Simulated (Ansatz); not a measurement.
The starting structures come from a database of crystals and need not be the phases stable at ambient conditions.

 Where the default PAW files enter, the runs use the earlier of Ansatz's two default sets.

By PBEsol, the system below comes out a metal.

Crystal: Hf₅Si₃ (P6_3/mcm, not sure to be the ambient phase, 16 atoms a cell, 18.3 Å³ an atom, -2 GPa at this level); planes in its conventional cell.

Level of theory: PBEsol (plane waves, PAW; Ansatz, a program for electronic structure).

Ballistic conductance counts the channels of both spins, as a mean over 0.1 eV about the Fermi level; spin-orbit coupling is left out.

```json
[
 {"plane": "(001)", "area (Å²)": "53.4", "G/A (10¹⁵ S/m²)": "0.37"},
 {"plane": "(110)", "area (Å²)": "74.5", "G/A (10¹⁵ S/m²)": "___"},
 {"plane": "(100)", "area (Å²)": "43.0", "G/A (10¹⁵ S/m²)": "___"}
]
```

Problem. What belongs in the gaps?

Solution. 
- (110), G/A (10¹⁵ S/m²): 0.27
- (100), G/A (10¹⁵ S/m²): 0.27
